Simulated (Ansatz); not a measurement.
# SnF₄ (I4/mmm, No. 139)

Calculation: LDA (Ansatz, an electronic-structure program, plane waves, PAW).

Numerical settings: plane-wave cutoff 500 eV, 14×14×14 k mesh, gaussian smearing 0.02 eV, scalar-relativistic PAW data made under PBE.

Cell (relaxed at this level):

```yaml
crystal:
  lattice:
    - [-2.02089, 2.02089, 3.78439]
    - [2.02089, -2.02089, 3.78439]
    - [2.02089, 2.02089, -3.78439]
  atoms:
    - { symbol: Sn, position: [0.00000, 0.00000, 0.00000] }
    - { symbol: F, position: [0.75135, 0.75135, 0.00000] }
    - { symbol: F, position: [0.24865, 0.24865, 0.00000] }
    - { symbol: F, position: [0.50000, 0.00000, 0.50000] }
    - { symbol: F, position: [0.00000, 0.50000, 0.50000] }
```

- band gap: 3.35 eV (on the SCF k mesh)

Spin–orbit coupling is not included.

Static lattice: no zero-point or thermal effects.

The result took about 4 core-minutes (a rough figure).
